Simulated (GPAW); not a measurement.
Troubleshooting GPAW: a failed run on BiTe3 (R3m, 4 atoms in the cell). The aim is a self-consistent single point with DFT LDA (Perdew-Wang 92), plane waves, GPAW PAW datasets LDA (gpaw-data 1.0.1).

Cell that was meant: a = 8.6580 Å, b = 8.6580 Å, c = 8.6580 Å, α = 28.87°, β = 28.87°, γ = 28.87°.

Part of the input:

```python
            xc='LDA',
            kpts=(9, 9, 9),
            occupations={'name': 'methfessel-paxton', 'width': 0.1, 'order': 1},
            nbands=14,
            convergence={'forces': 0.001},
            symmetry={'symmorphic': False, 'tolerance': 0.0005},
            maxiter=120,
```

Output (repeated stretches shortened):

```
Input parameters:
  convergence: {forces: 0.001}
  kpts: [9 9 9]
  maxiter: 120
  mode: {ecut: 550,
         name: pw}
  nbands: 14
  occupations: {name: methfessel-paxton,
                order: 1,
                width: 0.1}
  symmetry: {symmorphic: False,
             tolerance: 0.0005}

species:
  Bi:
    name: Bismuth
    Z: 83.0
    valence: 15
    core: 68
    charge: 0.0
    file: Bi.LDA.gz

    # Using partial waves for Bi as LCAO basis

  Te:
    name: Tellurium
    Z: 52.0
    valence: 6
    core: 46
    charge: 0.0
    file: Te.LDA.gz

    # Using partial waves for Te as LCAO basis

Reference energy: -1138450.836104  # eV

Spin-paired calculation

Traceback (most recent call last):
   [... frames left out ...]
ValueError: Too few bands!  Electrons: 33.000000, bands: 14
```

From the messages shown, name the fault and mend the input.

The fault is too few bands; here the program stops on it instead of giving results. To fix it, raise the band count or leave it to the default. The program stopped before any SCF iteration.

The sound input it was made from differs as follows (other fixes are possible):
```diff
-            nbands=14,
+            nbands=-12,
```

With that input, the run converged in 23 iterations: free energy E − TS (from the program's reference atoms) -16.7709 eV; Fermi level (on the code's own zero) 5.69 eV; pressure -3.89 GPa; largest force (vector length) 0.109 eV/Å (DFT LDA (Perdew-Wang 92), plane waves, GPAW PAW datasets LDA (gpaw-data 1.0.1)).

On the sound input: the starting cell comes from a database of computed structures (which also holds hypothetical and non-ambient phases and stackings), without a prior relaxation at this level. Spin-orbit coupling is off. With a pressure of about -4 GPa the cell is away from its equilibrium volume at this level.
